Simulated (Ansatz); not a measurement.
CsCl-type TmPd

Method: LDA (Ansatz, a first-principles code, PAW).

Settings: plane-wave cutoff 500 eV, 16×16×16 k mesh, Fermi–Dirac smearing 0.1 eV, spin-polarised start, scalar-relativistic PAW data made under PBE.

Cell (relaxed at this level):

```
PdTm
1.0
    3.38708     0.00000     0.00000
    0.00000     3.38708     0.00000
    0.00000     0.00000     3.38708
Tm Pd
1 1
Direct
  0.50000   0.50000   0.50000
  0.00000   0.00000   0.00000
```

For CsCl-type TmPd, the band gap is zero (no gap).

Note: the magnetic order was assumed, not searched for or taken from measurement; the 4f shell is treated without U or exact exchange, so its levels and filling can be wrong.

Spin–orbit coupling is not included.

The computed numbers hold no vibrational or temperature effects.

It cost roughly 3 core-minutes of CPU time.
